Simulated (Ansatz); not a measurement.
The reference is WC (space group P-6m2, No. 187; a = 2.9131 Å, c = 2.8358 Å; relaxed with 0.1 eV smearing).

Calculations: Ansatz (a quantum-chemistry and plane-wave program) r2SCAN, spin-orbit coupling left out, earlier PAW set.

Before the change:

The band gap comes out as zero and the pressure is 0.0 GPa.

One thing is altered: an isotropic linear strain of −3.67 %, atoms relaxed at fixed cell.

Predict the new band gap, energy relative to the base and pressure.

The band gap stays zero; the energy increases by 180 meV/atom; the pressure (mean of the normal stresses, compression positive) goes from zero to 57.4 GPa.

No phonon test of stability was made. All final runs are without spin polarisation.
